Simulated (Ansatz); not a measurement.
BaTiO3 (Amm2, No. 38, 5 atoms in the cell; start COD 9014492), treated with r²SCAN (PAW; Ansatz, a quantum-chemistry and plane-wave program).

Settings: plane-wave cutoff 560 eV, 8×8×8 k mesh, Fermi–Dirac smearing 0.01 eV, no spin polarisation, scalar-relativistic PAW data made under PBE.

Cell (relaxed at this level):

```xyz
5
Lattice="3.9641 0.0000 0.0000 0.0000 2.8578 2.8740 0.0000 -2.8578 2.8740" Properties=species:S:1:pos:R:3 pbc="T T T"
Ba     0.0000     0.0000     0.0551
Ti     1.9821     0.0000     3.0182
O      0.0000     0.0000     2.8254
O      1.9821    -1.3894     4.2439
O      1.9821     1.3894     4.2439
```

Predict the band gap and bulk modulus.


- band gap: 2.66 eV (on the SCF k mesh)
- bulk modulus: 112 GPa

Note: the relaxation could not lower the start's symmetry, so the cell can be a saddle point above a distorted one; the bulk modulus is −V dP/dV from two relaxed cells at ±2 % in volume.

Spin–orbit coupling is not included.

The computed numbers hold no vibrational or temperature effects.

The result took around 6 core-minutes (rough).
